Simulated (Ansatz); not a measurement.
The parent structure is BN in the wurtzite structure (space group P6_3mc, No. 186; a = 2.541 Å, c = 4.203 Å). Axes: x lies along a and z along c of the hexagonal cell.

The values are results of Kohn–Sham DFT with the PBEsol functional, run in Ansatz (a first-principles code) with PAW and 420 eV plane waves, no spin-orbit coupling, not measurements.

Strains are applied to the cell and any free atomic positions relax.

One change was made to it. Results:

The band gap shrinks by 0.238 eV (4.96 eV → 4.73 eV); the energy goes up by 11 meV/atom; the valence-band top at Γ (three highest levels, from the VBM) goes from 0.00, 0.00, -0.28 eV to 0.00, -0.23, -0.49 eV.

Task: Name the change that was made.
(A) uniaxial strain ε_xx = −2.40 %
(B) uniaxial strain ε_xx = −0.60 %
(C) uniaxial strain ε_xx = −1.80 %
(D) uniaxial strain ε_xx = −3.00 %

Result: A, uniaxial strain ε_xx = −2.40 %. For comparison, the band gap in the other runs: uniaxial strain ε_xx = −0.60 % gives 4.91 eV; uniaxial strain ε_xx = −3.00 % gives 4.66 eV; uniaxial strain ε_xx = −1.80 % gives 4.79 eV.

Stability against distortions was not tested.
